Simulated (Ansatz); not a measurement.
TiSi₂ (model structure, started from the AlB2 type, P6/mmm, No. 191, 3 atoms in the cell), treated with LDA (PAW; Ansatz, an electronic-structure program).

Numerical settings: plane-wave cutoff 520 eV, 18×18×12 k mesh (along the axes of the cell as run), Fermi–Dirac smearing 0.05 eV, no spin polarisation, scalar-relativistic PAW data made under PBE.

Cell (relaxed at this level):

```cif
data_Si2Ti
_chemical_formula_sum 'Ti1 Si2'
_space_group_name_H-M_alt 'P6/mmm'
_space_group_IT_number 191
_space_group_name_Hall '-P 6 2'
_cell_length_a 4.29929
_cell_length_b 4.29929
_cell_length_c 2.51801
_cell_angle_alpha 90.000
_cell_angle_beta 90.000
_cell_angle_gamma 120.000
loop_
_atom_site_label
_atom_site_type_symbol
_atom_site_symmetry_multiplicity
_atom_site_Wyckoff_symbol
_atom_site_fract_x
_atom_site_fract_y
_atom_site_fract_z
_atom_site_occupancy
Ti1 Ti 1 a 0.00000 0.00000 0.00000 1
Si1 Si 2 d 0.33333 0.66667 0.50000 1
```

Task: Give the computed bulk modulus.

Result: 
* **bulk modulus**: 147 GPa

Note: the run has no spin polarisation, so it can have missed a magnetic state; the bulk modulus is −V dP/dV from two relaxed cells at ±2 % in volume; the relaxation could raise the start's symmetry but not lower it, so the cell can be a saddle point.

The computed numbers hold no vibrational or temperature effects.

The result took around 3 core-minutes (rough).

A model structure was made by putting elements into a prototype or built by hand; it is no filed structure, need not be a known phase, and can be a saddle point held by its symmetry.
